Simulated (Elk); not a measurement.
Input and output of a self-consistent single point for Ca2In3Cu (Cm, 6 atoms in the cell) (Elk).

Level of theory: PBEsol, all-electron FP-LAPW, Elk's shipped species files, default APW+lo basis run with Elk.

```
Ca2In3Cu
1.0
    5.63320    -2.38552     0.00000
    5.63320     2.38552     0.00000
   -5.03430     0.00000     5.66602
Ca In Cu
2 3 1
Direct
  0.54100   0.54100   0.29097
  0.45526   0.45526   0.70493
  0.85765   0.85765   0.31865
  0.81752   0.81752   0.86922
  0.15910   0.15910   0.09637
  0.16947   0.16947   0.71986
```

Reference input (self-consistent single point, DFT, LDA (PW92), all-electron FP-LAPW, Elk's shipped species files, default APW+lo basis): xctype = 3; rgkmax = 7; stype = 3; swidth = 0.00183747 Ha; ngridk = 4 4 3; rmtscf = 0.96. This run's input differs from it in these lines:

```diff
@@ -4,3 +4,3 @@
 xctype
-  3
+  22
```

The program printed (abridged):

```
│ Self-consistent loop started │
│ Loop number : 1 │
 total energy                :     -20625.2826363
│ Loop number : 2 │
 total energy                :     -20630.4145669
RMS change in Kohn-Sham potential (target) :   0.4508291194     (  0.1000000000E-05)
Absolute change in total energy (target)   :    5.131930575     (  0.1000000000E-03)
│ Loop number : 3 │
 total energy                :     -20631.7050663
RMS change in Kohn-Sham potential (target) :   0.4500327856     (  0.1000000000E-05)
Absolute change in total energy (target)   :    2.573482127     (  0.1000000000E-03)
│ Loop number : 4 │
   [... lines left out ...]
Absolute change in total energy (target)   :   0.8161902588E-04 (  0.1000000000E-03)
│ Loop number : 16 │
 total energy                :     -20654.8502259
RMS change in Kohn-Sham potential (target) :   0.1947504510E-05 (  0.1000000000E-05)
Absolute change in total energy (target)   :   0.5148333366E-04 (  0.1000000000E-03)
│ Loop number : 17 │
 total energy                :     -20654.8501863
RMS change in Kohn-Sham potential (target) :   0.7713586440E-06 (  0.1000000000E-05)
Absolute change in total energy (target)   :   0.2668331581E-04 (  0.1000000000E-03)
Convergence targets achieved

│ Loop number : 18 │

Energies :
 Fermi                       :     0.193681977882
 total energy                :     -20654.8501646

Density of states at Fermi energy :    82.17594729
 (states/Hartree/unit cell)

Estimated indirect band gap :   0.1522697296E-02
 from k-point      8 to k-point     25
Estimated direct band gap   :   0.1852565991E-01
 at k-point      3

Charges :
 core                        :    122.0000000
 valence                     :    94.00000000
 interstitial                :    10.48316558
 muffin-tins (core leakage)
  species :    1 (Ca)
   atom    1                 :    18.03408919     (  0.5048013030E-07)
   atom    2                 :    18.03338772     (  0.5048571872E-07)
  species :    2 (In)
   atom    1                 :    47.20100401     (  0.2365062868E-03)
   atom    2                 :    47.17506377     (  0.2361310125E-03)
   atom    3                 :    47.17813360     (  0.2362328295E-03)
  species :    3 (Cu)
   atom    1                 :    27.89515613     (  0.2747854761E-03)
 total in muffin-tins        :    205.5168344
 total calculated charge     :    216.0034819
 total charge                :    216.0000000
 error                       :   0.3481871905E-02

│ Self-consistent loop stopped │
```

The run converged in 18 iterations. The count includes the last loop, which Elk runs after its targets are met. 

The starting cell comes from a database of computed structures (which also holds hypothetical and non-ambient phases and stackings), without a prior relaxation at this level. Spin polarisation is off. Values depend on the basis (sphere radii, cutoffs, local orbitals), which need not be converged. The log's line on a gap gives a spacing of levels on this mesh, which the program prints for metals too.

Cost on one core of a shared machine: roughly 3 min.
